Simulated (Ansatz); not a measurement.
# Defect calculation: Re on the W site (Re_W) in bcc W

Calculation: PBE, PAW (plane waves to 420 eV; Ansatz, an electronic-structure program). Cell and caveats: 54-site cell; 4×4×4 shifted k-points; start: the W site; no spin–orbit coupling; energies good to tenths of an eV; the relaxation kept the symmetry of the starting site.

Neighbours after relaxation, in Å: of the Re atom: W 2.75, W 2.75, W 2.75, W 2.75, W 2.75, W 2.75, W 2.75, W 2.75 (the shell may go on).

Formation energies E_f are those of the neutral cell. Chemical conditions: host crystal and elements as references (Δμ(W) = 0.00 eV, Δμ(Re) = 0.00 eV; Re taken from its element, since no compound that bounds it was computed at this level; only phases computed here count, gases as isolated molecules at 0 K). Reference phases: Re: hcp Re, W: bcc W.

```csv
charge,moment (μB),point group,largest move off a lattice site (Å),"E_f, host crystal and elements as references (eV)"
0,not spin-polarised,Oh,0.01,0.18
```

Point groups are those of the whole cell at tolerances of 0.03 and 0.1 Å ("near" where only the looser one holds); none is given for unsettled states.

All states together cost very roughly 4 core-minutes.
